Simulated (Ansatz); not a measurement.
The parent structure is LiF in the rock salt structure (space group Fm-3m, No. 225; a = 4.008 Å). Axes: x, y, z lie along the cube axes.

Computed with plane-wave PAW DFT at the PBEsol level (Ansatz, a first-principles code, 420 eV), spin-orbit coupling left out.

Base values:

The band gap is 9.05 eV and the pressure is -0.01 GPa. The electron mass is 0.88 mₑ (at Γ).

The change: the cell is stretched by 3.00 % along z with no lateral relaxation; the atoms relax in the strained cell.

What happens to the band gap?

The band gap drops by 0.30 eV (9.05 eV → 8.75 eV).

Estimate the effect on the valence-band top at Γ.

The valence-band top at Γ (three highest levels, from the VBM) is 0.00, -0.06, -0.06 eV.

What happens to the pressure?

The pressure (mean of the normal stresses, compression positive) drops by 1.89 GPa to -1.90 GPa.

How does this affect the energy relative to the base?

The energy increases by 2.5 meV/atom.

Predict the new electron mass.

The electron mass becomes 0.87 mₑ (at Γ) (base: 0.88 mₑ (at Γ)).

Effective masses come from finite differences of ±0.01 Å⁻¹. Stability against distortions was not tested.
